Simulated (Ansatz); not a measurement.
The parent structure is Zr₃N₄ (space group I-43d, No. 220; a = 6.7826 Å).

Method: Ansatz (a program for electronic structure) PBE, no spin-orbit coupling.

One change was made to it. Results:

The electron mass (degenerate bands, along [100]) goes from 0.34, 0.44 mₑ (at Γ) to 0.30, 0.43 mₑ (at Γ); the volume per atom falls by 0.47 Å³, from 11.14 Å³ to 10.67 Å³.

Name the change that was made.
(A) pressure −2 GPa
(B) pressure 1.5 GPa
(C) pressure 0.7 GPa
(D) pressure 10 GPa

D, pressure 10 GPa. For comparison, the electron mass in the other runs: pressure 1.5 GPa gives 0.34, 0.44 mₑ (at Γ); pressure 0.7 GPa gives 0.34, 0.44 mₑ (at Γ); pressure −2 GPa gives 0.35, 0.45 mₑ (at Γ).

The levels and masses belong to the bands next to the band gap. Load acts through the strain it causes; cell and atoms are relaxed under it. Effective masses come from finite differences of ±0.01 Å⁻¹. No phonon test of stability was made. No other phases were tried under pressure.
